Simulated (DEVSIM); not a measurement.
abrupt Si p-n junction

Structure: abrupt Si p-n junction, at 300 K.

```tsv
layer (left to right)	material	thickness (μm)	Nd (cm⁻³)	Na (cm⁻³)	τn (s)	τp (s)
1	Si	17.0	-	4e18	9.7e-5	9.7e-5
2	Si	2.20	9.2e17	-	9.7e-5	9.7e-5
```

Left contact: ohmic. Right contact: ohmic. Voltage is applied to the left contact. Recombination: SRH at mid-gap, Auger. Gap narrowing is on: ΔEg = 6.92 meV × (l + √(l² + 0.5)), l = ln(N/1.3e17 cm⁻³), shared equally by both band edges. Mobility is constant in doping.

This is a model device: material constants are rounded textbook-type values typed into the input, and sizes, dopings and lifetimes were drawn at random. Values at 300 K.

```
parameter           Si
-------------  -------
gap (eV)         1.124
affinity (eV)     4.05
permittivity      11.7
Nc (cm⁻³)      2.86e19
Nv (cm⁻³)       3.1e19
μn (cm²/Vs)       1417
μp (cm²/Vs)        470
Cn (cm⁶/s)     2.8e-31
Cp (cm⁶/s)     9.9e-32
```

Model (solved in DEVSIM): 1D drift-diffusion, Boltzmann statistics, complete ionisation; no tunnelling, impact ionisation, image-force lowering or self-heating.

```
Item                                                 Value
---------------------------------------------  -----------
Potential step across the device at zero bias      0.944 V
Largest field in the device at zero bias       450000 V/cm
Dark forward voltage at 1 A/cm²                    0.679 V
Dark forward voltage at 100 A/cm²                  0.798 V
```

Dark forward current:

```json
[
 {"V (V)": "0.30", "J (A/cm²)": "4.4e-7"},
 {"V (V)": "0.35", "J (A/cm²)": "3.0e-6"},
 {"V (V)": "0.40", "J (A/cm²)": "2.1e-5"},
 {"V (V)": "0.45", "J (A/cm²)": "0.00015"},
 {"V (V)": "0.50", "J (A/cm²)": "0.0010"},
 {"V (V)": "0.55", "J (A/cm²)": "0.0069"},
 {"V (V)": "0.60", "J (A/cm²)": "0.048"},
 {"V (V)": "0.65", "J (A/cm²)": "0.33"},
 {"V (V)": "0.70", "J (A/cm²)": "2.3"},
 {"V (V)": "0.75", "J (A/cm²)": "16"},
 {"V (V)": "0.80", "J (A/cm²)": "110"},
 {"V (V)": "0.85", "J (A/cm²)": "660"},
 {"V (V)": "0.90", "J (A/cm²)": "2900"}
]
```
